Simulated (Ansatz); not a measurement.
We consider CaZrN₂ (R-3m, No. 166, 4 atoms in the cell; start mp-1029267), described by r²SCAN in Ansatz (PAW).

Run with plane-wave cutoff 560 eV, 12×12×12 k mesh, Fermi–Dirac smearing 0.01 eV, scalar-relativistic PAW data made under PBE.

Cell (relaxed with PBEsol):

```
CELL_PARAMETERS angstrom
      1.64296     0.94856     5.55596
     -1.64296     0.94856     5.55596
      0.00000    -1.89713     5.55596
ATOMIC_POSITIONS crystal
  Ca 0.00000 0.00000 0.00000
  Zr 0.50000 0.50000 0.50000
  N  0.23853 0.23853 0.23853
  N  0.76147 0.76147 0.76147
```

Q: Give the computed band gap, smallest direct gap on the k points sampled and direct gap at Γ.

A: 
band gap: 0.80 eV
smallest direct gap on the k points sampled: 1.43 eV
direct gap at Γ: 3.05 eV

Note: cell and atoms aren't relaxed at this level (largest force component 0.05 eV/Å, pressure 4.1 GPa).

Spin–orbit coupling is not included.

Computed values are for the static lattice.

A start named mp-… is a Materials Project structure, which need not be a measured phase.

Ansatz is a first-principles code.
